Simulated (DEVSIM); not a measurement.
Device: Al/SiON/p-Si capacitor, at 400 K.

```csv
layer (left to right),material,thickness (nm),Na (cm⁻³)
1,SiON,3.70,-
2,Si,490,1.4e18
```

Metal gate on the left, work function 4.1 eV. Fixed charge at the semiconductor interface -3.9e11 cm⁻² (in units of +e); no interface traps.

The device is made up for the run: typed textbook-type constants, with dimensions and the other settings drawn at random. Values at 300 K; Nc and Nv go as T^1.5, mobilities as T to minus their exponent, the gap by Varshni's rule with the affinity fixed.

| parameter | SiON | Si |
|---|---|---|
| gap (eV) | 7 | 1.124 |
| affinity (eV) | 1.4 | 4.05 |
| permittivity | 5.5 | 11.7 |
| Nc (cm⁻³) | - | 2.86e19 |
| Nv (cm⁻³) | - | 3.1e19 |
| Varshni α (eV/K) | - | 0.000473 |
| Varshni β (K) | - | 636 |

Model (solved in DEVSIM): 1D Poisson equation in equilibrium, Boltzmann statistics, complete ionisation; no quantum confinement or tunnelling. Metal contacts follow the ideal Schottky-Mott rule: no Fermi-level pinning, no interface dipoles.

The substrate doping was swept, all else fixed.

```tsv
substrate doping (cm^-3)	threshold voltage (band bending 2φF) (V)	minimum of the low-frequency capacitance (μF/cm²)	flat-band voltage (V)
7e16	-0.03	0.104	-0.77
1.4e17	0.04	0.135	-0.80
2.8e17	0.12	0.178	-0.82
7e17	0.28	0.250	-0.85
1.4e18	0.46	0.319	-0.88
2.8e18	___	___	-0.90
```

Question: Complete the blanks.

Answer: 
- 2.8e18, threshold voltage (band bending 2φF) (V): 0.70
- 2.8e18, minimum of the low-frequency capacitance (μF/cm²): 0.400
